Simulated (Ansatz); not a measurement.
The reference is BaF$_{2}$ (space group P6_3/mmc, No. 194; a = 4.358 Å, c = 5.996 Å; a cell from a computed database, its experimental status unchecked).

Modification: a hydrostatic pressure of 1.5 GPa.

Levels (all Ansatz, a first-principles code, PAW): PBEsol (420 eV, no spin-orbit coupling); HSE06 (420 eV, no spin-orbit coupling).

The geometry is relaxed with PBEsol.

```
Item               Value
---------------  -------
PBEsol band gap  5.92 eV
```

Question: What does HSE06 give at this geometry for the band gap?

Answer: The band gap increases by 2.14 eV (5.92 eV → 8.06 eV).

Single points use the geometry relaxed with PBEsol. HSE06 gaps are upper bounds (no full band path). Load acts through the strain it causes; cell and atoms are relaxed under it. Stability against distortions was not tested.
